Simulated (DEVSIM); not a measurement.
System: abrupt Si p-n junction, at 300 K.

| layer (left to right) | material | thickness (μm) | Nd (cm⁻³) | Na (cm⁻³) | τn (s) | τp (s) |
|---|---|---|---|---|---|---|
| 1 | Si | 0.210 | - | 5.9e18 | 6.3e-7 | 6.3e-7 |
| 2 | Si | 54.0 | 9.1e15 | - | 6.3e-7 | 6.3e-7 |

Left contact: ohmic. Right contact: ohmic. Voltage is applied to the left contact. Recombination: SRH at mid-gap, radiative. Mobility is μmin + (μ − μmin)/(1 + (N/Nref)^α).

Constants are typed, rounded textbook-type inputs, not results; the design itself was drawn at random and stands for no fabricated device. Values at 300 K.

```csv
parameter,Si
gap (eV),1.124
affinity (eV),4.05
permittivity,11.7
Nc (cm⁻³),2.86e19
Nv (cm⁻³),3.1e19
μn (cm²/Vs),1417
μp (cm²/Vs),470
"μn,min",52
"μp,min",45
"Nref,n",9.7e16
"Nref,p",2.2e17
αn,0.68
αp,0.72
B (cm³/s),4.7e-15
```

DEVSIM, 1D drift-diffusion, Boltzmann statistics, complete ionisation; no tunnelling, impact ionisation, image-force lowering or self-heating.

The doping Na of layer 1 was swept, all else fixed.

| doping Na of layer 1 (cm^-3) | potential step across the device at zero bias (V) | dark forward voltage at 100 A/cm² (V) | dark forward voltage at 1 A/cm² (V) | largest field in the device at zero bias (V/cm) |
|---|---|---|---|---|
| 1.8e17 | 0.783 | 0.896 | 0.602 | 46000 |
| 5.9e17 | 0.813 | 0.875 | 0.636 | 57000 |
| 1.8e18 | 0.842 | 0.863 | 0.655 | 82000 |
| 5.9e18 | 0.873 | 0.859 | 0.662 | 140000 |

From the first row to the last the potential step across the device at zero bias goes from 0.783 to 0.873. From the first row to the last the dark forward voltage at 100 A/cm² goes from 0.896 to 0.859.
